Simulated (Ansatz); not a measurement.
InGa3N4 (P3m1, No. 156, 8 atoms in the cell; start mp-1223879)

Level of theory: r²SCAN (PAW; Ansatz, a program for electronic structure).

Run with plane-wave cutoff 560 eV, 12×12×4 k mesh (along the axes of the cell as run), Fermi–Dirac smearing 0.01 eV, scalar-relativistic PAW data made under PBE.

Cell (relaxed with PBEsol):

```xyz
8
Lattice="3.2639 0.0000 0.0000 -1.6319 2.8266 0.0000 0.0000 0.0000 10.7135" Properties=species:S:1:pos:R:3 pbc="T T T"
In     0.0000     0.0000    10.6906
Ga     1.6319     0.9422     2.7787
Ga     1.6319     0.9422     7.9067
Ga     0.0000     0.0000     5.3412
N      1.6319     0.9422     0.8554
N      1.6319     0.9422     5.9577
N      0.0000     0.0000     3.3931
N      0.0000     0.0000     8.5211
```

- band gap = 1.07 eV

Note: cell and atoms aren't relaxed at this level (largest force component 0.06 eV/Å, pressure 0.4 GPa).

Spin–orbit coupling is not included.

The computed numbers hold no vibrational or temperature effects.

Computing time: around 120 core-seconds (rough).

A start named mp-… is a Materials Project structure, which need not be a measured phase.
